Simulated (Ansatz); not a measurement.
Fluorite PbF2 (high-temperature phase), treated with BLYP (PAW; Ansatz, a first-principles code).

Settings: plane-wave cutoff 520 eV, 10×10×10 k mesh, Fermi–Dirac smearing 0.01 eV, scalar-relativistic PAW data made under PBE.

Pressure at four volumes; x = ln(V/18.572 Å³). One pressure is withheld.

```json
[
 {"V (Å³/atom)": "17.458", "x": "-0.0619", "P (GPa)": "?"},
 {"V (Å³/atom)": "17.829", "x": "-0.0408", "P (GPa)": "2.81"},
 {"V (Å³/atom)": "18.572", "x": "0.0000", "P (GPa)": "0.00"},
 {"V (Å³/atom)": "19.686", "x": "0.0583", "P (GPa)": "-3.16"}
]
```

Task: Pass a parabola P(x) through the three rows shown, estimate the bulk modulus and its pressure derivative near zero pressure, and predict the withheld pressure.

Result: Slopes between the rows: (0.00 − (2.81))/(0.0000 − (-0.0408)) = -68.87 and (-3.16 − (0.00))/(0.0583 − (0.0000)) = -54.20 GPa. Their difference over the span 0.0991 is c = 14.67/0.0991 = 148.0 GPa, so P(x) = 2.81 + (-68.87)(x − (-0.0408)) + 148.0 (x − (-0.0408))(x − (0.0000)). At the middle row B = −dP/dx = −[-68.87 + 148.0 × 0.0408] = 62.8 GPa, and B′ = dB/dP = 2c/B = 4.7. At x = -0.0619 the parabola gives 4.46 GPa; the run gives 4.48 GPa. The Birch–Murnaghan fit to the energies at all volumes has B0 = 62.4 GPa and B′ = 4.8.

Measured, for comparison: bulk modulus 64 GPa (temperature not stated, not corrected to a static lattice; as tabulated in Cadelano and Cappellini (2011), arXiv:1107.5962). Computed (rounded) less measured: bulk modulus -3 %.

Spin–orbit coupling is not included; it can shift volumes and moduli of such heavy elements.
